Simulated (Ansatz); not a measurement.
Output of an Ansatz run (abridged):

```
WARN basis.ecutwfc = 420 eV, the default
WARN ansatz: RAYON_NUM_THREADS=1 ignored (pool sized by the plan → 1); use --threads N
Pseudopotentials: kind: paw
Pseudopotential: Tl, paw, valence charge 13
Pseudopotential: Br, paw, valence charge 7
Crystal: 2 atoms, lattice volume = 63.996 Å³
Basis set: ecut = 420 eV, 1237 PW (Γ)
Bands: 14, of which v1, the nominal top of the filled ones, is band 10 counted from 1 (9 counted from 0)
Symmetry: 48 space group operations
Space group: Pm-3m (ITA 221), of the structure as read, at distance tolerance 4.0e-5 Å
k-points: 20 of 512
PAW frozen core: Tl, regenerated for the run's functional, and the local potential with it
PAW frozen core: Br, regenerated for the run's functional, and the local potential with it
Initial density: superposition of atomic densities (neutral atoms: chi_scale 0, normalization atom), corrected by the library's trained network
Initial wavefunctions: pseudopotential atomic-orbital guess
Eigensolver: davidson
Functional: x = slater, c = lda
SCF iter   1: F=—  HF=-13841.854437 eV  |F-HF|=—  |Δ(HF+E_count)|=         —  Δρ=4.36e-3  dr2=1.25e-2  ethr=1.77e-3  ⟨swp⟩=5.0  Hψ=1293  notcnv=0  defer=36
all-band conjugate gradients solve this SCF's bands
preconditioner: auto → Resta (q_TF=auto, 2.248 Å⁻¹)
SCF iter   2: F=—  HF=-13841.849002 eV  |F-HF|=—  |Δ(HF+E_count)|=   5.44e-3  Δρ=2.22e-3  dr2=3.76e-3  ethr=6.25e-5  ⟨swp⟩=2.5  Hψ=648  notcnv=0  defer=38
SCF iter   3: F=—  HF=-13841.847872 eV  |F-HF|=—  |Δ(HF+E_count)|=   1.13e-3  Δρ=5.23e-4  dr2=1.57e-4  ethr=1.88e-5  ⟨swp⟩=2.9  Hψ=485  notcnv=0  defer=38
SCF iter   4: F=—  HF=-13841.847831 eV  |F-HF|=—  |Δ(HF+E_count)|=   4.03e-5  Δρ=1.19e-4  dr2=1.15e-5  ethr=7.83e-7  ⟨swp⟩=2.0  Hψ=480  notcnv=0  defer=26
SCF iter   5: F=—  HF=-13841.847831 eV  |F-HF|=—  |Δ(HF+E_count)|=   5.06e-7  Δρ=4.45e-5  dr2=1.80e-6  ethr=5.77e-8  ⟨swp⟩=1.0  Hψ=280  notcnv=0  defer=10
SCF iter   6: F=-13841.847831 eV  HF=-13841.847831 eV  |F-HF|=1.66e-9  |Δ(HF+E_count)|=  2.71e-10  Δρ=7.77e-6  dr2=5.07e-8  ethr=5.00e-10  ⟨swp⟩=6.8  Hψ=1703  notcnv=0
SCF 1 converged in 6 iterations: F = -13841.847831 eV  dr2 = 5.07e-8
SCF converged after 6 iterations
Free energy (F): -13841.847831 eV
Harris-Foulkes:  -13841.847831 eV  (|F-HF|=1.66e-9)
Internal energy: -13841.847831 eV  (E = F + TS)
E sigma→0 (E₀):  -13841.847831 eV
Fermi energy:    4.413890 eV
--- Per-component energies (eV) ---
  E_band       = -51.256750
  E_kinetic    = 463.959240
  E_local      = -1236.144823  (includes V_loc(G=0)·N_el)
  E_nonlocal   = 393.641858
  E_hartree    = 429.035159
  E_xc         = -489.529873
  E_vxc        = -246.931932  (∫ρ·V_xc dr)
  E_paw        = -12026.807535  (= ΣΔE_a)
  E_vpaw       = -283.851392  (= ΣTr[D̂ρ^β])
  E_aug_tail   = 0.000031  (compensation charges beyond the density's cutoff)
  E_ewald      = -1376.066838
  E_core_change = 0.064950  (= ΣΔE_core)
  E_smearing   = -0.000000  (= −TS)
  E_closure    = 0.000000  (closes the sum)
  Σ components = -13841.847831   (vs F -13841.847831, Δ=0.00e0)
--- Forces (eV/Å), atoms counted from 1 ---
  atom   1  Tl     0.00000000    -0.00000000     0.00000000
  atom   2  Br    -0.00000000    -0.00000000    -0.00000000
  max |Σ_I F_I| component: 7.89e-30 eV/Å
--- Stress (GPa, compression-positive) ---
       -3.007381       0.000000       0.000000
        0.000000      -3.007381       0.000000
        0.000000       0.000000      -3.007381
  P = ⅓ Tr σ = -3.0074 GPa (-30.074 kbar)
  The stress holds the Pulay correction. Without it, at fixed plane waves, as pw.x and ABINIT print it: P = -3.0340 GPa
--- Band table (eV; the first three rows and the last of 20) ---
  k-point 0: bands = ["-9.0616", "-5.3961", "-5.3961", "-5.2378", "-5.2370", "-5.2370", "-0.2391", "3.3160", "3.3160", "3.6190", "10.8895", "10.9731", "10.9731", "12.2873"]
  k-point 1: bands = ["-9.0045", "-5.3933", "-5.3605", "-5.2534", "-5.2515", "-5.2356", "-0.4091", "3.1944", "3.4464", "3.9320", "9.2934", "10.7816", "10.9356", "12.2213"]
  k-point 2: bands = ["-8.9204", "-5.3894", "-5.3118", "-5.2765", "-5.2706", "-5.2333", "-0.6681", "3.3306", "3.6455", "4.2201", "7.7693", "10.3583", "10.7000", "12.3713"]
  k-point 19: bands = ["-8.5908", "-5.3594", "-5.3594", "-5.3440", "-5.1842", "-5.1842", "1.5235", "2.6859", "2.7441", "2.7441", "6.8175", "6.8175", "7.2239", "16.3862"]
```

The structure:

```xyz
2
Lattice="3.9999 0.0000 0.0000 0.0000 3.9999 0.0000 0.0000 0.0000 3.9999" Properties=species:S:1:pos:R:3 pbc="T T T"
Tl     0.0000     0.0000     0.0000
Br     2.0000     2.0000     2.0000
```

Question: Write an input that gives this output.

Answer: Other spellings and defaults could give the same log, and not every line can be read from it. The input that was run (DFT, LDA (PW92), plane waves, default PAW files made with PBE):

Ansatz 0.2 input:
```yaml
# TlBr
crystal:
  lattice:
    - [3.99991000, 0.00000000, 0.00000000]
    - [0.00000000, 3.99991000, 0.00000000]
    - [0.00000000, 0.00000000, 3.99991000]
  atoms:
    - { symbol: Tl, position: [0.00000000, 0.00000000, 0.00000000] }
    - { symbol: Br, position: [0.50000000, 0.50000000, 0.50000000] }
kpoints:
  mp_grid: { grid: [8, 8, 8], shift: [0.5, 0.5, 0.5] }
hamiltonian:
  xc: lda
  pseudopotentials: { kind: paw }
scf:
  occupations: { method: fixed }
output:
  forces: true
  eigenvalues: true
  stress: true
```

The starting cell comes from a database of computed structures (which also holds hypothetical and non-ambient phases and stackings), without a prior relaxation at this level. Spin-orbit coupling is off. With a pressure of about -3 GPa the cell is away from its equilibrium volume at this level. Ansatz's pressure includes its estimate of the finite-basis (Pulay) stress. Another mesh or the band path of this cell gives a smaller gap, so this value is not converged in the mesh.

Ansatz is a quantum-chemistry and plane-wave program.
